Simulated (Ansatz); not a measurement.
**Quick settings and what they miss: Pt (Fm-3m, 1 atom in the cell)**

Self-consistent single point.

```
Pt
1.0
    0.00000     1.97138     1.97138
    1.97138     0.00000     1.97138
    1.97138     1.97138     0.00000
Pt
1
Cartesian
  0.00000   0.00000   0.00000
```

Level of theory: PBE (plane waves, PAW; Ansatz, a program for electronic structure).

Base settings: basis.ecutwfc = 420 eV; kpoints.mp_grid.grid = 14 14 14; hamiltonian.xc = pbe; hamiltonian.pseudopotentials = {kind: paw} (the program's default PAW files); scf.occupations.method = fermi_dirac; scf.occupations.width = 0.1 eV.

Tight run (finer mesh or higher cutoff; not a proven limit): basis.ecutwfc: 420 eV → 590 eV; kpoints.mp_grid.grid: 14 14 14 → 19 19 19; scf.convergence.dr2_threshold: default (1e-07 eV) → 1e-09 eV. It gave Fermi level (on the code's own zero) 22.92 eV; pressure 5.76 GPa.

Quick runs, as changes from the base:
- A: the base itself
- B: basis.ecutwfc: 420 eV → 210 eV; kpoints.mp_grid.grid: 14 14 14 → 4 4 4; scf.occupations.method: fermi_dirac → methfessel_paxton; scf.occupations.width: 0.1 eV → 0.272 eV
- C: basis.ecutwfc: 420 eV → 210 eV; kpoints.mp_grid.grid: 14 14 14 → 8 8 8; hamiltonian.xc: pbe → lda; scf.occupations.width: 0.1 eV → 0.2 eV; scf.convergence.dr2_threshold: default (1e-07 eV) → 0.0001 eV [LDA (PW92)]

Energies are extrapolated to zero smearing width, which holds to low order in the width alone.

Dashes: energy of C, another energy zero.

† marks runs with another functional, U, potentials or spin treatment: their distance from the tight run is not a convergence error alone.

The count of work is k-points × plane waves × bands × iterations; it is no time. 

Pressures in the table are Ansatz's without its Pulay estimate, at a fixed set of plane waves; the tight run's value above holds the estimate.

The starting cell comes from a database of computed structures (which also holds hypothetical and non-ambient phases and stackings), without a prior relaxation at this level. Its lattice was rescaled by a random factor within 2.5 % of one. Spin polarisation is off. In the base run, with a pressure of about 6 GPa the cell is away from its equilibrium volume at this level.

```csv
run,energy less tight (meV/atom),pressure less tight (GPa),count of work / tight
A,-3.2,-0.13,0.23
B,7016.6,-379.59,0.0066
C†,–,-412.39,0.024
```

Among the runs at the tight run's level, the energy misses run from 3.2 to 7016.6 meV/atom.

Left out of this page: 3 runs of the series unsound by tests on forces, stress, charge or solver warnings.

Keys are those of Ansatz 0.2.
